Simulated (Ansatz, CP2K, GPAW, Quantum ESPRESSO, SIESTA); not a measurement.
One structure in several programs: Ba (Im-3m, 1 atom in the cell)

Self-consistent single point.

```yaml
crystal:
  lattice:
    - [-2.55995, 2.55995, 2.55995]
    - [2.55995, -2.55995, 2.55995]
    - [2.55995, 2.55995, -2.55995]
  atoms:
    - { symbol: Ba, position: [0.00000, 0.00000, 0.00000] }
```

All programs got the same cell, k-point mesh and kind of occupations (in Ansatz's words: kpoints.mp_grid.grid = 12 12 12; scf.occupations.method = fermi_dirac; scf.occupations.width = 0.05 eV); potentials, basis and cutoffs are each program's usual ones.

| code | model | pressure (GPa) | k-points | cutoff |
|---|---|---|---|---|
| CP2K | PBE, GPW, TZVP-MOLOPT-SR-GTH basis, GTH-PBE potentials (GTH_POTENTIALS) | -0.33 | 868 | grid 500 Ry |
| Ansatz | PBE, default PAW files | -0.46 | 72 | 420 eV |
| GPAW | PBE, GPAW PAW datasets PBE (gpaw-data 1.0.1) | -0.43 | 72 | 550 eV |
| SIESTA | GGA PBE, numerical atomic orbitals DZP, PseudoDojo PBE standard norm-conserving potentials (rewritten from UPF to PSML) | 4.17 | 948 | grid 300 Ry |
| Quantum ESPRESSO | PBE, PSlibrary ultrasoft (PBE) pseudopotentials | -0.45 | 72 | 45 Ry |

The spread over the programs that give each value: pressure within 4.63 GPa.

The starting cell has typed, rounded lattice constants, without a prior relaxation at this level. Its lattice was rescaled by a random factor within 2.5 % of one.

Problem. Why do the programs differ, and what cannot be compared?

Solution. Differences of this kind can come from the potentials, where these differ, and from what each basis and cutoff leave unconverged. The zero of total energies and Fermi levels follows the potentials and each program's conventions, so they are not compared here. CP2K and SIESTA use small atom-centred bases, whose incompleteness enters pressures, forces and empty levels differently from a plane-wave cutoff. Ansatz's pressure is given at a fixed set of plane waves, as the other plane-wave codes print theirs. The programs reduce the same mesh by symmetry to different extents, which changes the work and not the result. In the pressure, SIESTA (by 4.61) lies more than 1 GPa from the median of the plane-wave programs.

Left out of this page: ABINIT (with a known weakness of the program); Elk and FLEUR (not drawn, or without a comparable value).

Ansatz is a program for electronic structure.

Keys are those of Ansatz 0.2.
